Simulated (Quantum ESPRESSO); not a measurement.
Energy against c/a at fixed volume: hcp Be (space group 194) (Quantum ESPRESSO, PBE)

```xyz
2
Lattice="2.2982 0.0000 0.0000 -1.1491 1.9903 0.0000 0.0000 0.0000 3.4490" Properties=species:S:1:pos:R:3 pbc="T T T"
Be     1.1491     0.6634     2.5868
Be     0.0000     1.3268     0.8623
```

Method of the run: PBE, PSlibrary PAW (PBE) pseudopotentials (plane waves; Quantum ESPRESSO 7.5). Settings: ecutwfc = 52 Ry; ecutrho = 312 Ry; occupations = smearing; smearing = fd; degauss = 0.0036749 Ry; potentials = {Be: Be.pbe-n-kjpaw_psl.1.0.0.UPF}; K_POINTS = automatic 34 34 18 0 0 0; conv_thr = 1e-10 Ry. The cell above is the first row's. The rows change c/a at fixed volume. In all rows fractional positions and the k mesh are held. E is the free energy at the stated smearing, counted from the lowest row.

| c/a | E (meV/atom) |
|---|---|
| 1.5008 | ? |
| 1.5164 | 7.73 |
| 1.5321 | 4.05 |
| 1.5477 | 1.54 |
| 1.5633 | 0.19 |
| 1.5790 | 0.00 |
| 1.5946 | 0.97 |
| 1.6102 | 3.05 |
| 1.6259 | 6.21 |

Q: Fit E against c/a with a cubic, and predict the withheld value at c/a = 1.5008.

A: With u = c/a - 1.57, the rows have u = -0.05360, -0.03790, -0.02230, -0.00670, 0.00900, 0.02460, 0.04020, 0.05590. Least squares gives E = -0.020 - 17.14·u + 2343.1·u² - 706·u³. Residuals (row less fit): -0.009, 0.016, 0.005, -0.010, -0.015, 0.004, 0.018, -0.010; standard error 0.017 (degrees of freedom: 4). The fitted curve has its minimum at c/a = 1.57, where E = -0.05. To one more digit the minimum is at c/a = 1.574; the ideal close-packed ratio is 1.633. At the withheld row, u = -0.06920, so E = -0.020 - 17.14 × (-0.06920) + 2343.1 × (-0.06920)² - 706 × (-0.06920)³ = 12.620 meV/atom. The calculation gives 12.62 meV/atom, which the fit meets to the printed digits. The row lies outside the fitted rows, so this is an extrapolation. From the scatter of the fitted rows alone, a prediction at this place has a standard error of 0.045 meV/atom, so the miss is 0.0 times that.

Carrying the step between the two nearest rows on in a straight line would have given 11.39, off by 1.23; series whose last step already gives the withheld value aren't shown. The reference cell has the volume at which an earlier scan in this program and functional put its minimum by a fit; axis ratios and inner coordinates come from a measured-size cell. The runs keep the symmetry of the cell, so they don't test it for distortions. The best c/a moves a little with volume. In metals such curves are sensitive to mesh and smearing. Cutoffs and mesh are single choices, not tested for convergence of this quantity. Series with a scatter that would blur these digits, or in which a gap closes, are not shown. Strain series were run only where this level's volume lies within 10 % of a first guess from the measured size.
